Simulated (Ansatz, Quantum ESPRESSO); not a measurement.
# TcNi (P-6m2, 2 atoms in the cell) computed with different codes at matched settings

Self-consistent single point.

```
TcNi
1.0
    2.64487     0.00000     0.00000
   -1.32244     2.29053     0.00000
    0.00000     0.00000     4.18622
Ni Tc
1 1
Cartesian
  0.00000   0.00000   2.09311
  1.32244   0.76351   0.00000
```

All programs got the same cell, k-point mesh and kind of occupations (in Ansatz's words: kpoints.mp_grid.grid = 19 19 11; scf.occupations.method = fermi_dirac; scf.occupations.width = 0.1 eV); potentials, basis and cutoffs are each program's usual ones.

| code | model | pressure (GPa) | cutoff |
|---|---|---|---|
| Ansatz | LDA (PW92), PAW files | -13.85 | default |
| Quantum ESPRESSO | LDA (PZ), PSlibrary PAW (LDA) pseudopotentials | -13.64 | 65 Ry |

The spread over the programs that give each value: pressure within 0.21 GPa.

The starting cell comes from a database of computed structures (which also holds hypothetical and non-ambient phases and stackings), without a prior relaxation at this level. Its lattice was rescaled by a random factor within 2.5 % of one. On Ansatz's run: Spin polarisation is off. With a pressure of about -14 GPa the cell is away from its equilibrium volume at this level.

**Question.** Why do the programs differ, and what cannot be compared?

**Answer.** Differences of this kind can come from the potentials, where these differ, and from what each basis and cutoff leave unconverged. The valence holds different numbers of electrons (Ansatz (a program for electronic structure) 33, Quantum ESPRESSO 25). The zero of total energies and Fermi levels follows the potentials and each program's conventions, so they are not compared here. Ansatz's pressure is given at a fixed set of plane waves, as the other plane-wave codes print theirs; with its correction for the finite basis it is -13.79 GPa. The same LDA comes in different parametrisations, which differ slightly.

Keys are those of Ansatz 0.2.
